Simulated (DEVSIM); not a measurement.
Device: Pt/SiO2/n-Si capacitor, at 400 K.

```tsv
layer (left to right)	material	thickness (nm)	Nd (cm⁻³)
1	SiO2	22.0	-
2	Si	17000	1.2e15
```

Metal gate on the left, work function 5.6 eV. Fixed charge at the semiconductor interface 0 cm⁻² (in units of +e); interface traps 6.9e10 cm⁻² eV⁻¹, uniform in energy, neutral level at 0.7 of the gap above the valence band.

The device is made up for the run: typed textbook-type constants, with dimensions and the other settings drawn at random. Values at 300 K; Nc and Nv go as T^1.5, mobilities as T to minus their exponent, the gap by Varshni's rule with the affinity fixed.

| parameter | SiO2 | Si |
|---|---|---|
| gap (eV) | 9 | 1.124 |
| affinity (eV) | 0.9 | 4.05 |
| permittivity | 3.9 | 11.7 |
| Nc (cm⁻³) | - | 2.86e19 |
| Nv (cm⁻³) | - | 3.1e19 |
| Varshni α (eV/K) | - | 0.000473 |
| Varshni β (K) | - | 636 |

DEVSIM, 1D Poisson equation in equilibrium, Boltzmann statistics, complete ionisation; no quantum confinement or tunnelling. Metal contacts follow the ideal Schottky-Mott rule: no Fermi-level pinning, no interface dipoles.

Problem. Tabulate band edges, carrier densities and field at 0.8 V on the gate.

Solution. Energies count from the Fermi level of the right contact; mesh points crowd at the junctions.

```
x (μm)    Ec (eV)  Ev (eV)  n (cm⁻³)  p (cm⁻³)  field (V/cm)
--------  -------  -------  --------  --------  ------------
0.000       3.900   -5.100     < 1e2     < 1e2        -41000
0.001829    3.893   -5.107     < 1e2     < 1e2        -41000
0.006460    3.874   -5.126     < 1e2     < 1e2        -41000
0.01500     3.839   -5.161     < 1e2     < 1e2        -41000
0.02075     3.816   -5.184     < 1e2     < 1e2        -41000
0.02231     0.660   -0.436    2.1e11    1.5e14        -10000
0.02477     0.658   -0.438    2.3e11    1.4e14         -9900
0.03558     0.647   -0.449    3.1e11    1.0e14         -9700
0.06160     0.623   -0.474    6.3e11    5.1e13         -9200
0.1298      0.565   -0.532    3.4e12    9.5e12         -7900
0.3220      0.447   -0.650    1.0e14    3.1e11         -4400
1.150       0.363   -0.734    1.2e15    2.7e10           -21
3.040       0.362   -0.734    1.2e15    2.7e10           ≈ 0
8.089       0.362   -0.734    1.2e15    2.7e10           ≈ 0
14.68       0.362   -0.734    1.2e15    2.7e10           ≈ 0
16.15       0.362   -0.734    1.2e15    2.7e10           ≈ 0
16.70       0.362   -0.734    1.2e15    2.7e10           ≈ 0
16.90       0.362   -0.734    1.2e15    2.7e10           ≈ 0
16.99       0.362   -0.734    1.2e15    2.7e10           ≈ 0
17.01       0.362   -0.734    1.2e15    2.7e10           ≈ 0
17.02       0.362   -0.734    1.2e15    2.7e10           ≈ 0
17.02       0.362   -0.734    1.2e15    2.7e10           ≈ 0
```
